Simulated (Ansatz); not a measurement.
Adsorption energy and surface dipole of H on the 1x1 (100) surface of fcc Cu, one in a 1x1 cell, started at the site 'hollow Cu-Cu-Cu-Cu over Cu at depth 1.8 Å', worked from the runs' numbers; total energies count from the potentials' own zero.

These are PBE (plane waves to 420 eV, PAW; Ansatz, an electronic-structure program) values and carry that method's errors.

Slab: 5 atoms, 5.3 Å thick at the start under the adsorbate (thin: gaps and levels are the slab's own); k 12x12x1, smearing 0.1 eV, dipole-corrected; 2 atoms held, the rest relaxed; start symmetry kept, larger cells not searched; no spin, no spin-orbit, no U, no dispersion correction. At the end it is bonded to 4 Cu. In PBE it is, or lies within 0.03 eV of, the lowest of the starts that converged.

| quantity | value |
|---|---|
| slab with the adsorbate | -26515.413 eV |
| clean slab, same cell and mesh | -26499.463 eV |
| reference, ½ H2(g) | -15.872 eV |
| area of the cell | 6.59 Å² |
| change of the step from the bottom to the top vacuum level | -0.208 eV |

Q: What is the adsorption energy against this reference?

A: E(slab + adsorbate) − E(slab) − E(reference) = -0.08 eV, so in this state the adsorbate is more stable than in the reference, at a coverage of 15.18 a nm².

Q: What dipole does adsorption add to the slab along the outward normal (Helmholtz relation, ε₀ = 0.005526 e/(V·Å))?

A: p = −ε₀·A·ΔV = 0.008 e·Å = 0.04 D; its positive end points to the vacuum, which lowers the vacuum level.
